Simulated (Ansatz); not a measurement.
The parent structure is Ta in the bcc (W type) structure (space group Im-3m, No. 229; a = 3.306 Å; relaxed with 0.1 eV smearing). Axes: x, y, z lie along the cube axes.

All numbers come from plane-wave PAW DFT at the r2SCAN level (Ansatz, a program for electronic structure, 500 eV), no SOC.

Perturbation: the cell is stretched by 2.00 % along z with no lateral relaxation; the atoms relax in the strained cell.

Question: Predict the stress tensor and what it implies for the stiffness.

Answer: Stress of the strained cell less that of the base (GPa, compression positive):
```
   -3.2     0.0     0.0
    0.0    -3.2     0.0
    0.0     0.0    -5.1
```

Then −Δσ_ii/ε with ε = 0.0200 gives secant stiffness values (nonlinear terms included at this strain): C33 ≈ 257 GPa, C13 ≈ 158 GPa and C23 ≈ 158 GPa.

As a check, the harmonic strain energy −½ V₀ Δσ:ε is 5.8 meV/atom; the computed energy rise is 5.9 meV/atom.

Stability against distortions was not tested. All final runs are without spin polarisation.
